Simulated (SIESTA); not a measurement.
SIESTA 5.4.2, DFT, PBE, numerical atomic orbitals DZP, PseudoDojo PBE standard norm-conserving (rewritten from UPF to PSML): SiC (from the phase in space group 186, mp-567505) (C8Si8), 16 atoms. Basis and mesh were picked for this test and aren't claimed converged.

```json
{
 "cell": "3.08, 3.08, 20.13 Å; 90, 90, 120°",
 "task": "scf",
 "k mesh": "12×12×1",
 "PAO.BasisSize": "DZP",
 "PAO.EnergyShift": "0.01 Ry",
 "MeshCutoff": "300 Ry",
 "ElectronicTemperature": "300 K",
 "MaxSCFIterations": "200",
 "SCF.DM.Tolerance": "0.0001",
 "Diag.ParallelOverK": "true",
 "SolutionMethod": "diagon (default)",
 "Diag.Algorithm": "Divide-and-Conquer (default)",
 "SCF.H.Tolerance": "0.001 eV (default)",
 "SCF.Mixer.Variant": "stable (default)",
 "k-points": "79",
 "basis_orbitals": "208",
 "electrons": "64",
 "real_space_mesh": "30×30×216"
}
```

Settings of this run: SCF.Mixer.Method = Pulay, SCF.Mixer.Weight = 0.01, SCF.Mixer.History = 6, SCF.Mix = Hamiltonian, SCF.Mixer.Restart = 0; 2 ranks.

```
iteration  FreeEng (eV)     dDmax  dHmax (eV)
---------  ------------  --------  ----------
1          -2220.548346  1.805200    5.608964
2          -2221.115149  0.004293    5.477749
3          -2232.745030  0.186093    0.228160
4          -2232.746329  0.002436    0.256234
5          -2232.749465  0.003181    0.142868
6          -2232.721544  0.013732    0.356321
7          -2232.756425  0.009030    0.040086
8          -2232.756854  0.000711    0.029827
9          -2232.756788  0.001255    0.040060
10         -2232.756956  0.000870    0.005735
11         -2232.756958  0.000030    0.002062
12         -2232.756958  0.000008    0.002050
13         -2232.756958  0.000057    0.001997
14         -2232.756958  0.000014    0.001856
15         -2232.756960  0.000045    0.001857
16         -2232.756960  0.000020    0.001915
17         -2232.756961  0.000042    0.001564
18         -2232.756961  0.000006    0.001460
19         -2232.756961  0.000059    0.001036
20         -2232.756961  0.000005    0.001002
21         -2232.756962  0.000058    0.000371
```

It converged after 21 SCF iterations.

Problem. Which change of one setting makes this cycle converge in far fewer steps?

Solution. One answer among several that fit: SCF.Mixer.Weight = 0.5 (8 SCF iterations) or SCF.Mixer.Weight = 0.25 (9 SCF iterations) or SCF.Mixer.Weight = 0.15 (9 SCF iterations) or SCF.Mixer.Weight = 0.8 (9 SCF iterations), all else kept. The other changes of this size gave: SCF.Mixer.Weight = 0.02 (13); SCF.Mixer.Weight = 0.05 (13). The first change moves the result by: energy under 0.001 meV/atom, forces (largest component) 0.22 meV/Å, pressure under 0.001 GPa. Counts are of single runs.
